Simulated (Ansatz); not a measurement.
N on the C site in diamond (start: the C site; 64-site cell, lattice scaled to a tabulated measured volume, 5.67 Å³ a site, single-point (¼, ¼, ¼) sampling). All values below come from HSE06, PAW (plane waves to 420 eV; Ansatz, a quantum-chemistry and plane-wave program). Total energies of the localised charge states, counted from that of charge +1, and their image corrections (point charge with alignment, screened by PBE linear response); the host's valence-band maximum lies at 12.805 eV on the cells' energy zero and its gap is 5.17 eV.

```json
[
 {"charge": "+1", "moment (μB)": "not spin-polarised", "E − E(first) (eV)": "0.000", "correction (eV)": "0.436"},
 {"charge": "0", "moment (μB)": "1.0", "E − E(first) (eV)": "16.569", "correction (eV)": "0.000"},
 {"charge": "−1", "moment (μB)": "not spin-polarised", "E − E(first) (eV)": "33.376", "correction (eV)": "0.406"}
]
```

Question: Derive the transition levels above the valence-band maximum and say which of them are thermodynamic.

Answer: A level is the Fermi energy at which two charges have equal formation energy: ε(q/q′) = [E(q′) + corr(q′) − E(q) − corr(q)] / (q − q′) − E_VBM.
ε(+1/0) = [(16.569 + 0.000) − (0.000 + 0.436)] / 1 − 12.805 = 3.33 eV
ε(0/−1) = [(33.376 + 0.406) − (16.569 + 0.000)] / 1 − 12.805 = 4.41 eV
Thermodynamic levels at least 0.1 eV inside the gap: (+1/0) at 3.33 eV; (0/−1) at 4.41 eV. They hold to tenths of an eV in this cell. Charges with a result: +1, 0, −1. Others weren't obtained, and one of them could lie lower, also by skipping a charge. Flagged in the runs: a host whose relaxation on this sampling wasn't shown to rest.
